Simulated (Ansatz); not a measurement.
Cubic perovskite KNiF₃, treated with HSE06 (plane waves, PAW; Ansatz, a quantum-chemistry and plane-wave program).

Numerical settings: plane-wave cutoff 460 eV, 6×6×6 k mesh, Fermi–Dirac smearing 0.01 eV, spin-polarised with parallel moments, scalar-relativistic PAW data made under PBE.

Cell (relaxed at this level):

```cif
data_F3KNi
_chemical_formula_sum 'K1 Ni1 F3'
_space_group_name_H-M_alt 'P 1'
_space_group_IT_number 1
_cell_length_a 4.03811
_cell_length_b 4.03811
_cell_length_c 4.03811
_cell_angle_alpha 90.000
_cell_angle_beta 90.000
_cell_angle_gamma 90.000
loop_
_space_group_symop_operation_xyz
  'x, y, z'
loop_
_atom_site_label
_atom_site_type_symbol
_atom_site_fract_x
_atom_site_fract_y
_atom_site_fract_z
_atom_site_occupancy
K1 K 0.00000 0.00000 0.00000 1
Ni1 Ni 0.50000 0.50000 0.50000 1
F1 F 0.50000 0.00000 0.50000 1
F2 F 0.00000 0.50000 0.50000 1
F3 F 0.50000 0.50000 0.00000 1
```
Starting moments (μB, in the order of the record's atoms K Ni F F F): 0.0 2.0 0.0 0.0 0.0.

Question: Predict the smallest direct gap on the k points sampled, pressure derivative B′ of the bulk modulus and direct gap at Γ.

Answer: 
smallest direct gap on the k points sampled: 5.51 eV
pressure derivative B′ of the bulk modulus: 4.6
direct gap at Γ: 6.51 eV

Note: the magnetic order was assumed, not searched for or taken from measurement.

The computed numbers hold no vibrational or temperature effects.

Computing time: about 50 core-minutes (a rough figure).
